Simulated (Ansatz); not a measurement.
The reference is ZnS in the wurtzite structure (space group P6_3mc, No. 186; a = 3.7821 Å, c = 6.2078 Å).

Structures relaxed with Ansatz (a quantum-chemistry and plane-wave program), PBEsol, PAW, cutoff 420 eV, no SOC.

Base:

Simulated powder pattern, Mo Kα, λ = 0.71073 Å (kinematic, ideal powder, no thermal factors, no anomalous dispersion; the 14 strongest lines at most, above 2 %, up to 2θ = 40°):

```csv
2θ (°),I/Imax (%),hkl
12.46,89,(100)
13.15,58,(002)
14.09,100,(101)
18.15,37,(102)
21.66,77,(110)
23.44,80,(103)
25.06,12,(200)
25.42,54,(112)
25.94,19,(201)
32.13,29,(203)
34.04,15,(211)
35.65,20,(105)
37.99,12,(300)
39.08,29,(213)
```

Now apply this change: cell and atoms relaxed at a pressure of 45 GPa.

After the change:

Simulated powder pattern, Mo Kα, λ = 0.71073 Å (kinematic, ideal powder, no thermal factors, no anomalous dispersion; the 14 strongest lines at most, above 2 %, up to 2θ = 40°):

| 2θ (°) | I/Imax (%) | hkl |
|---|---|---|
| 13.95 | 79 | (100) |
| 14.16 | 50 | (002) |
| 15.65 | 100 | (101) |
| 19.93 | 30 | (102) |
| 24.28 | 65 | (110) |
| 25.56 | 78 | (103) |
| 28.11 | 10 | (200) |
| 28.22 | 41 | (112) |
| 29.02 | 17 | (201) |
| 31.61 | 7.1 | (202) |
| 35.54 | 26 | (203) |
| 37.48 | 7.7 | (210) |
| 38.19 | 12 | (211) |
| 38.68 | 15 | (105) |

The indices refer to the base's conventional cell; one index is shown for lines that coincide.

Load acts through the strain it causes; cell and atoms are relaxed under it. Stability against distortions was not tested. Tetrahedral semiconductors of this kind turn to denser phases somewhere between about 1 and 50 GPa; those were not computed, so compressed cells here can lie past the real transition.
